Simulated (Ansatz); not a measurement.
Levels about the gap of amorphous Ga$_{24}$O$_{37}$Zn (62 atoms in a cell of 767 Å³, 5.05 g/cm³; zone centre alone, so wide bands show as single levels with stretches between that a denser mesh fills), at the geometry that PBE relaxed, where it gives 0.2 GPa on a denser mesh. Exact exchange is cut at the faces of this small cell, which leaves a finite-size error. The participation number counts the atoms over which a state spreads; weights are charges in smoothed Voronoi cells. The levels come from a single point, so bond lengths are those of that geometry. Method of the levels: HSE06, scalar-relativistic without spin-orbit coupling (Ansatz, a first-principles code). Sampling: the zone centre alone; Fermi-Dirac width 0.02 eV; no spin polarisation. At PBE the levels at the filled edge of the gap are localised (band-tail or defect states), and the nearest spread-out levels lie 1.7 eV apart at the zone centre.

Preparation: random packing, a CHGNet melt and quench, and a DFT relaxation. O atoms were pushed apart under 1.9 Å during the dynamics, to hinder bonds among them. The hot cell started wider than the set density and was brought back towards it in steps. It is the lowest in DFT energy of 2 quenches. It is a model cell: composition and starting density were chosen by hand, and all elements were melted together. No dispersion term was used. Its density started from a set value of 5.01 and ended at 5.05 g/cm³. Cooling (nominally 330 K/ps over its main leg) ran many orders faster than in experiment, which tends to leave more defects and strain. A cell of this size samples the disorder only roughly. Volume and shape were free in the relaxation. Cycles of charging lowered its energy after that relaxation.

```tsv
E - E(highest filled), eV	filling	participation number	largest on	weight O	weight Ga	weight Zn
-0.44	filled	20.4	O, 3 neighbours	0.91	0.06	0.03
-0.35	filled	16.6	O, 3 neighbours	0.93	0.06	0.01
-0.29	filled	9.6	O, 3 neighbours	0.95	0.05	0.00
-0.21	filled	8.8	O, 2 neighbours	0.94	0.05	0.01
-0.15	filled	5.0	O, 2 neighbours	0.94	0.05	0.00
-0.09	filled	6.3	O, 3 neighbours	0.93	0.04	0.03
0.00	filled	7.7	O, 3 neighbours	0.95	0.05	0.00
3.03	empty	53.7	Ga, 4 neighbours	0.51	0.48	0.02
5.69	empty	20.8	Ga, 4 neighbours	0.54	0.45	0.01
5.82	empty	27.3	Ga, 4 neighbours	0.55	0.43	0.02
5.89	empty	32.2	Ga, 5 neighbours	0.54	0.45	0.01
6.13	empty	33.7	Ga, 5 neighbours	0.52	0.48	0.00
6.21	empty	32.4	Ga, 4 neighbours	0.55	0.44	0.02
6.40	empty	38.6	Ga, 5 neighbours	0.53	0.46	0.01
```

Most localised among these is the filled level at -0.15 eV, on a O atom, which has 2 neighbours (Ga 1.78 Å, Ga 1.79 Å).
